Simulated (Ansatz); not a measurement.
Data:

```xyz
8
Lattice="12.1207 0.0000 0.0000 0.0000 4.0607 0.0000 0.0000 0.0000 4.6869" Properties=species:S:1:pos:R:3 pbc="T T T"
Sn     7.6266     3.0455     3.0794
Sn    10.5545     1.0152     0.7360
Sn     4.4941     1.0152     1.6074
Sn     1.5662     3.0455     3.9509
S      4.1545     3.0455     4.5549
S      1.9059     1.0152     2.2115
S      7.9662     1.0152     0.1319
S     10.2149     3.0455     2.4754
```

No spin polarisation.

The values are results of PBE-D3(BJ) in Ansatz (plane waves to 420 eV, PAW, no SOC), not measurements. k-mesh 3×8×8 (Γ-centred); smearing 0.05 eV (Fermi–Dirac).

Question: Predict the band gap, gap character, smallest direct gap and width of the top valence band.

Answer: 
- Band gap: 1.39 eV
- Gap character: indirect, Γ–Z (60 % along) → k = (0, 3/8, 0) in the run's primitive reciprocal basis
- Smallest direct gap: 1.62 eV
- Width of the top valence band: 1.01 eV

Load acts through the strain it causes; cell and atoms are relaxed under it. No phonon test of stability was made. The cell was made from SnS in the GeS type structure (space group Pnma, No. 62) by this change: pressure −2 GPa. The program warned that a D3 coordination switch lies within reach, so dispersion energies are less smooth here.

Ansatz is a quantum-chemistry and plane-wave program.
